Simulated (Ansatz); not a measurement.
Base system: GaN in the wurtzite structure (space group P6_3mc, No. 186).

```xyz
4
Lattice="3.1518 0.0000 0.0000 -1.5759 2.7295 0.0000 0.0000 0.0000 5.1383" Properties=species:S:1:pos:R:3 pbc="T T T"
Ga     0.0000     1.8197     0.0015
Ga     1.5759     0.9098     2.5707
N      0.0000     1.8197     1.9356
N      1.5759     0.9098     4.5048
```

Cartesian axes are those of the cell as printed.

Computed with LDA (Ansatz, a program for electronic structure; PAW; 420 eV plane waves; spin-orbit coupling left out).

Strains are applied to the cell and any free atomic positions relax; under biaxial strain the out-of-plane vector relaxes too.

One change was made to it. Results:

| quantity | base | after |
|---|---|---|
| valence-band top at Γ (three highest levels, from the VBM) | 0.00, 0.00, -0.05 eV | 0.00, 0.00, -0.18 eV |
| band gap | 2.13 eV | 2.17 eV |
| shortest interatomic distance | 1.927 Å | 1.914 Å |

Task: Which change produced these results?
(A) biaxial strain −2.40 %, plane normal [001], relaxed out of plane
(B) biaxial strain −1.20 %, plane normal [001], relaxed out of plane
(C) biaxial strain −3.00 %, plane normal [001], relaxed out of plane

Result: B, biaxial strain −1.20 %, plane normal [001], relaxed out of plane. For comparison, the valence-band top at Γ in the other runs: biaxial strain −2.40 %, plane normal [001], relaxed out of plane gives 0.00, 0.00, -0.32 eV; biaxial strain −3.00 %, plane normal [001], relaxed out of plane gives 0.00, 0.00, -0.40 eV.

Gaps are read on the SCF mesh and a high-symmetry path. Whether these cells are dynamically stable was not tested.
